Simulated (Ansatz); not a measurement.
A relaxation of the atoms of Ti₂CS (P3m1, 8 atoms in the cell) with Ansatz (a quantum-chemistry and plane-wave program).

Method: LDA (PW92), default PAW files made with PBE (plane waves; Ansatz).

The change in words: one atom moved by 0.15 angstrom; relax: default → atoms; relax.f_tol: default → 0.001 eV/Å. Reference geometry:
```yaml
crystal:
  lattice:
    - [3.19581, 0.00000, 0.00000]
    - [-1.59791, 2.76766, 0.00000]
    - [0.00000, 0.00000, 11.19187]
  atoms:
    - { symbol: Ti, position: [0.33333, 0.66667, 0.40084] }
    - { symbol: Ti, position: [0.66667, 0.33333, 0.59916] }
    - { symbol: Ti, position: [0.66667, 0.33333, 0.90084] }
    - { symbol: Ti, position: [0.33333, 0.66667, 0.09916] }
    - { symbol: C, position: [0.00000, 0.00000, 0.50000] }
    - { symbol: C, position: [0.00000, 0.00000, 0.00000] }
    - { symbol: S, position: [0.66667, 0.33333, 0.25000] }
    - { symbol: S, position: [0.33333, 0.66667, 0.75000] }
```

Reference input (self-consistent single point, DFT, LDA (PW92), plane waves, default PAW files made with PBE): basis.ecutwfc = 30.9 Ry; kpoints.mp_grid.grid = 12 12 3; hamiltonian.xc = lda; hamiltonian.pseudopotentials = {kind: paw} (the program's default PAW files); scf.occupations.method = gaussian; scf.occupations.width = 0.0073 Ry. This run's input differs from it in these lines:

```diff
@@ -6,3 +6,3 @@
   atoms:
-    - { symbol: Ti, position_ang: [-0.000002, 1.845105, 4.486150] }
+    - { symbol: Ti, position_ang: [-0.000002, 1.845105, 4.636155] }
     - { symbol: Ti, position_ang: [1.597909, 0.922551, 6.705723] }
@@ -23,2 +23,4 @@
   occupations: { method: gaussian, width: 0.0073 Ry }
+relax:
+  f_tol: 0.001
 output:
```

The program printed (abridged):

```
   [... SCF lines of the steps left out ...]
relax step   1: F+E_penalty+E_count = -12037.43617243 eV  Δ(F+E_penalty+E_count) = +0.000e0 eV  max|allowed force component| = 2.411e0 eV/Å  Δτ_max = 0.0000 Å  (9 SCF iters, dr2 threshold 1.00e-7 eV, accepted)
relax step   2: F+E_penalty+E_count = -12037.59595820 eV  Δ(F+E_penalty+E_count) = -1.598e-1 eV  max|allowed force component| = 5.051e-1 eV/Å  Δτ_max = 0.1184 Å  (7 SCF iters, dr2 threshold 1.00e-4 eV, accepted)
relax step   3: F+E_penalty+E_count = -12037.61069356 eV  Δ(F+E_penalty+E_count) = -1.474e-2 eV  max|allowed force component| = 2.144e-1 eV/Å  Δτ_max = 0.0209 Å  (6 SCF iters, dr2 threshold 1.59e-5 eV, accepted)
relax step   4: F+E_penalty+E_count = -12037.61399247 eV  Δ(F+E_penalty+E_count) = -3.299e-3 eV  max|allowed force component| = 3.957e-3 eV/Å  Δτ_max = 0.0137 Å  (6 SCF iters, dr2 threshold 2.87e-6 eV, accepted)
relax step   5: F+E_penalty+E_count = -12037.61399331 eV  Δ(F+E_penalty+E_count) = -8.457e-7 eV  max|allowed force component| = 4.196e-3 eV/Å  Δτ_max = 0.0000 Å  (6 SCF iters, accepted)
relax step   6: F+E_penalty+E_count = -12037.61399431 eV  Δ(F+E_penalty+E_count) = -1.001e-6 eV  max|allowed force component| = 6.100e-5 eV/Å  Δτ_max = 0.0002 Å  (6 SCF iters, accepted)
the relaxation is at rest under the 6 symmetry operations that the run kept from its start: a minimum is not shown …
Free energy (F): -12037.613994 eV
Internal energy: -12037.601747 eV  (E = F + TS)
E sigma→0 (E₀):  -12037.607871 eV
Entropy (-TS):   -0.012247 eV (-1.531 meV/atom)
Fermi energy:    14.119337 eV
--- Forces (eV/Å), atoms counted from 1 ---
  atom   1  Ti     0.00000000    -0.00000000    -0.00003110
  atom   2  Ti    -0.00000000     0.00000000     0.00002624
  atom   3  Ti    -0.00000000     0.00000000    -0.00006124
  atom   4  Ti     0.00000000    -0.00000000     0.00002212
  atom   5  C     -0.00000000     0.00000000     0.00001908
   [... lines left out ...]
    - { symbol: C, position: [3.758386354413119e-34, -3.682314235203137e-34, 0.501675137781215] }
    - { symbol: C, position: [6.109136180568759e-35, 9.307266688978008e-34, 0.0016754662434344545] }
    - { symbol: S, position: [0.6666666666666665, 0.33333333333333337, 0.2516752914943873] }
    - { symbol: S, position: [0.3333333333333333, 0.6666666666666666, 0.7516753515403634] }
```

The run converged.  The full log also holds: “iter 5 did not close the SCF: its close was put off for the readings that it lacked (scf_convergence_deferred on its scf_iter line)”. The full log also holds: “iter 5 did not close the SCF: its close was put off for the readings that it lacked (scf_convergence_deferred on its scf_iter line)”.

Summary of the result:
- Free energy E − TS (on the zero of these files) = -12037.6140 eV
- Fermi level (on the code's own zero) = 14.12 eV
- Pressure = -8.82 GPa
- Relaxation steps = 6

The starting cell comes from a database of computed structures (which also holds hypothetical and non-ambient phases and stackings), without a prior relaxation at this level. Its lattice was rescaled by up to half a per cent. For this run, on top of that: one atom moved by 0.15 angstrom. Spin polarisation is off, so a magnetic state, if there is one, cannot be reached. The relaxation keeps the symmetry of its start, so its end need not be a minimum. Ansatz's pressure includes its estimate of the finite-basis (Pulay) stress.

Cost on one core of a shared machine: roughly 2 min.

Keys are those of Ansatz 0.2.
